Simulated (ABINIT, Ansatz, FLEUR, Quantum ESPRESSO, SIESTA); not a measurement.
One structure in several programs: LaZn₂ (Imma, 6 atoms in the cell)

Self-consistent single point.

```
CELL_PARAMETERS angstrom
     -2.29997     3.74150     3.68488
      2.29997    -3.74150     3.68488
      2.29997     3.74150    -3.68488
ATOMIC_POSITIONS crystal
  La 0.79205 0.54205 0.25000
  La 0.20795 0.45795 0.75000
  Zn 0.77346 0.83618 0.93728
  Zn 0.22654 0.16382 0.06272
  Zn 0.39890 0.83618 0.56272
  Zn 0.60110 0.16382 0.43728
```

All programs got the same cell, k-point mesh and kind of occupations (in Ansatz's words: kpoints.mp_grid.grid = 4 4 4; scf.occupations.method = fermi_dirac; scf.occupations.width = 0.0073 Ry); potentials, basis and cutoffs are each program's usual ones.

```csv
code,model,pressure (GPa),largest force (eV/Å),k-points,cutoff
ABINIT,"PBEsol, PAW (JTH v2.0 PBE PAW, files made for PBE)",0.46,0.108,18,816 eV
Quantum ESPRESSO,"PBEsol, GBRV 1.5 ultrasoft (PBESOL) pseudopotentials",0.16,0.106,18,50 Ry
SIESTA,"GGA PBEsol, numerical atomic orbitals DZP, PseudoDojo PBEsol standard norm-conserving potentials (rewritten from UPF to PSML)",-3.89,0.200,44,grid 300 Ry
Ansatz,"PBEsol, PAW files made with PBE",0.37,0.098,18,30.9 Ry
FLEUR,"PBEsol, all-electron FLAPW (FLEUR), scalar-relativistic valence",–,0.099,18,Kmax 3.8 1/bohr
```

Size of the force on each atom (eV/Å): Sizes of forces hide their directions.

```tsv
code	La1	La2	Zn3	Zn4	Zn5	Zn6
ABINIT	0.108	0.108	0.025	0.025	0.025	0.025
Quantum ESPRESSO	0.106	0.106	0.021	0.021	0.021	0.021
SIESTA	0.098	0.098	0.200	0.200	0.198	0.198
Ansatz	0.098	0.098	0.027	0.027	0.027	0.027
FLEUR	0.099	0.099	0.028	0.028	0.028	0.028
```

A dash marks a value that a program does not give, or that is left out as unsure.

The spread over the programs that give each value: pressure within 4.35 GPa; largest force within 0.102 eV/Å.

The starting cell comes from a database of computed structures (which also holds hypothetical and non-ambient phases and stackings), without a prior relaxation at this level. Its lattice was rescaled by a random factor within 2.5 % of one. On Ansatz's run: Without a gap this mesh is coarse (it stands for a supercell whose shortest vector is 18 Å).

Task: Why do the programs differ, and what cannot be compared?

Result: Differences of this kind can come from the potentials, where these differ, and from what each basis and cutoff leave unconverged. The valence holds different numbers of electrons (ABINIT 70, Quantum ESPRESSO 102, SIESTA 102, Ansatz (a quantum-chemistry and plane-wave program) 70, FLEUR 70). The zero of total energies and Fermi levels follows the potentials and each program's conventions, so they are not compared here. SIESTA uses small atom-centred bases, whose incompleteness enters pressures, forces and empty levels differently from a plane-wave cutoff. FLEUR treats all electrons, but the usual bases taken here (sphere radii, linearisation, local orbitals, empty states) were not tested for convergence, so the values are no reference for the others. Ansatz's pressure is given at a fixed set of plane waves, as the other plane-wave codes print theirs; with its correction for the finite basis it is 0.42 GPa. Ansatz's smearing width was typed in Ry to four decimals, so it matches the others to a few per cent. The programs reduce the same mesh by symmetry to different extents, which changes the work and not the result. In the pressure, SIESTA (by 4.26) lies more than 1 GPa from the median of the plane-wave programs. In the force vectors, SIESTA (by 0.183) lies more than 0.08 eV/Å from the median of the plane-wave programs.

The shared mesh is coarse (it stands for a supercell whose shortest vector is 18 Å), so the values are not converged in it.

Left out of this page: Elk (not drawn, or without a comparable value).

Keys are those of Ansatz 0.2.
